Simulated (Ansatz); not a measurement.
Adsorption energy and surface dipole of F on the 1x1 (111) surface of fcc Ni, ferromagnetic, one in a 2x2 cell, started at the site 'hollow Ni-Ni-Ni over Ni at depth 4.0 Å', worked from the runs' numbers; total energies count from the potentials' own zero.

The numbers are results of PBE (plane waves to 420 eV, PAW; Ansatz, a program for electronic structure), not measurements.

Model: 17-atom slab, 6.0 Å thick at the start under the adsorbate (thin: gaps and levels are the slab's own), 11x11x1 mesh, Fermi-Dirac 0.1 eV, dipole correction, 8 atoms held, the rest relaxed; start symmetry kept, larger cells not searched; spin-polarised, no spin-orbit, no U, no dispersion correction. At the end it is bonded to 3 Ni. In PBE it is, or lies within 0.03 eV of, the lowest of the starts that converged.

| quantity | value |
|---|---|
| slab with the adsorbate | -94238.753 eV |
| clean slab, same cell and mesh | -93430.346 eV |
| reference, ½ F2(g) | -805.593 eV |
| area of the cell | 21.45 Å² |
| change of the step from the bottom to the top vacuum level | 0.617 eV |

Q: What is the adsorption energy against this reference?

A: E(slab + adsorbate) − E(slab) − E(reference) = -2.81 eV, so in this state the adsorbate is more stable than in the reference, at a coverage of 4.66 a nm².

Q: What dipole does adsorption add to the slab along the outward normal (Helmholtz relation, ε₀ = 0.005526 e/(V·Å))?

A: p = −ε₀·A·ΔV = -0.073 e·Å = -0.35 D; its negative end points to the vacuum, which raises the vacuum level.
